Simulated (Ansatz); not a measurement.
## ZnCu2SnS4: biaxial strain −1.12 %, plane normal [001], relaxed out of plane

Base system: ZnCu$_{2}$SnS$_{4}$ (space group I-4, No. 82; a = 5.468 Å, c = 10.935 Å). Axes: x, y, z lie along a, b, c of the conventional cell.

The change: compressive biaxial strain of 1.12 % in the plane normal to [001], as in epitaxy on a mismatched substrate; the out-of-plane cell vector and the atoms relax.

All numbers come from Ansatz (a quantum-chemistry and plane-wave program), PBE, PAW, cutoff 420 eV, scalar-relativistic without spin-orbit coupling. Settings: 9×9×9 k-points, 0.05 eV Fermi–Dirac smearing.

```csv
quantity,base,changed,shift
volume per atom,20.44 Å³,20.25 Å³,-0.19 Å³
space group,I-4 (No. 82),I-4 (No. 82),–
energy relative to the base (free energy F),0 meV/atom,+1.3 meV/atom,+1.3 meV/atom
"pressure (mean of the normal stresses, compression positive)",0.0 GPa,0.6 GPa,+0.6 GPa
band gap (uncertain: the Fermi level lies in a band; the changed cell),zero,0.10 eV,–
out-of-plane strain (rough),–,+1.35 %,–
```

Final structure (turned so that z lies along the plane normal):

```yaml
crystal:
  lattice:
    - [5.40708, 0.00000, 0.00000]
    - [0.00000, 5.40708, 0.00000]
    - [2.70354, -2.70354, 5.54103]
  atoms:
    - { symbol: Cu, position: [0.00000, 0.00000, 0.00000] }
    - { symbol: Cu, position: [0.25000, 0.25000, 0.50000] }
    - { symbol: Zn, position: [0.75000, 0.75000, 0.50000] }
    - { symbol: Sn, position: [0.50000, 0.50000, 0.00000] }
    - { symbol: S, position: [0.89625, 0.11210, 0.74144] }
    - { symbol: S, position: [0.36232, 0.62933, 0.74144] }
    - { symbol: S, position: [0.11210, 0.36232, 0.25856] }
    - { symbol: S, position: [0.62933, 0.89625, 0.25856] }
```

Without a gap, meshes like the base's 9×9×9 leave anisotropic stresses uncertain by several tenths of a GPa, and small strain energies with them. Stability against distortions was not tested. The final runs are not spin-polarised. Gaps under 0.05 eV, about the width of the smearing, are given as zero. A zero or small gap of ZnCu2SnS4 can be the functional's error rather than a property of the material.
